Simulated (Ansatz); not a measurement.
Start from CsPbBr3 in the cubic perovskite structure (space group Pm-3m, No. 221).

```xyz
5
Lattice="5.7702 0.0000 0.0000 0.0000 5.7702 0.0000 0.0000 0.0000 5.7702" Properties=species:S:1:pos:R:3 pbc="T T T"
Cs     0.0000     0.0000     0.0000
Pb     2.8851     2.8851     2.8851
Br     2.8851     0.0000     2.8851
Br     0.0000     2.8851     2.8851
Br     2.8851     2.8851     0.0000
```

Level of theory: LDA/PAW in Ansatz (a first-principles code), no spin-orbit coupling.

Base values:

| Item | Value |
|---|---|
| Valley order | R along ⟨111⟩ 1.17 eV; Γ 2.42 eV |
| Width of the top valence band | 2.37 eV |
| Electron mass | 0.066, 0.67, 0.67 mₑ (at R) |
| Pressure | 0.00 GPa |

It is then changed as follows: every lattice vector is stretched by 2.40 %; the atoms relax in the strained cell.

Problem. How does this affect the valley order?

Solution. The valley order (the lowest conduction-band minima on the path, energy above the VBM, named in the base's zone) changes from R along ⟨111⟩ 1.17 eV; Γ 2.42 eV to R along ⟨111⟩ 1.46 eV; Γ 2.78 eV.

Problem. Predict the new width of the top valence band.

Solution. The width of the top valence band shrinks by 0.48 eV (2.37 eV → 1.89 eV).

Problem. Predict the new electron mass.

Solution. The electron mass (degenerate bands, along [100]) goes from 0.066, 0.67, 0.67 mₑ (at R) to 0.079, 0.74, 0.74 mₑ (at R).

Problem. What happens to the pressure?

Solution. The pressure goes from zero to -1.53 GPa.

Spin-orbit coupling, missing from the scalar runs, can matter with Pb. The levels and masses belong to the bands next to the band gap. Masses are band curvatures over ±0.01 Å⁻¹ around the edge. Stability against distortions was not tested. Many cubic perovskites are stable only at high temperature; tilts and polar distortions were not tested. This is not the structure that CsPbBr3 has at room temperature and ambient pressure.
